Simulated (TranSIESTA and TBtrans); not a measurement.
## Na chain with one C atom inserted

System: Na chain with one C atom inserted. Leads: straight Na chain, spacing 3.498 Å. Geometry: 3 atoms about the centre moved by SIESTA (PBE, DZP) to a largest force of 0.03 eV/Å, all others as built, motion along the axis alone.

TranSIESTA and TBtrans, PBE, DZP numerical orbitals (energy shift 0.15 eV), PseudoDojo norm-conserving scalar-relativistic potentials, mesh cutoff 200 Ry, 300 K, no spin polarisation, no spin-orbit coupling; self-consistent non-equilibrium Green functions.

- Conductance at 300 K (G0 = 2e²/h) = 0.46
- Thermopower (μV/K) = 6.7
- Mean T from −0.5 to 0.5 eV = 0.42

Energies count from the leads' Fermi level. Transmissions are for one spin of a degenerate pair. The energy step is 0.01 eV; narrower resonances are cut or missed.

| E (eV) | T | lead channels |
|---|---|---|
| -1.95 | 0 | 0 |
| -1.80 | 0 | 0 |
| -1.65 | 0 | 0 |
| -1.50 | 0 | 0 |
| -1.35 | 0 | 0 |
| -1.20 | 0 | 0 |
| -1.05 | 0 | 0 |
| -0.90 | 0 | 0 |
| -0.75 | 0.34 | 1 |
| -0.60 | 0.40 | 1 |
| -0.45 | 0.45 | 1 |
| -0.30 | 0.50 | 1 |
| -0.15 | 0.51 | 1 |
| 0.00 | 0.46 | 1 |
| 0.15 | 0.39 | 1 |
| 0.30 | 0.32 | 1 |
| 0.45 | 0.27 | 1 |
| 0.60 | 0.23 | 1 |
| 0.75 | 0.21 | 1 |
| 0.90 | 0.20 | 1 |
| 1.05 | 0.20 | 1 |
| 1.20 | 0.19 | 1 |
| 1.35 | 0.19 | 1 |
| 1.50 | 0.17 | 1 |
| 1.65 | 0.15 | 1 |
| 1.80 | 0.11 | 1 |
| 1.95 | 0.032 | band edge |

The straight chain is held at its spacing; free chains may zigzag or dimerise. No spin-polarised start was tried, so a magnetic state, if there is one, is missed.
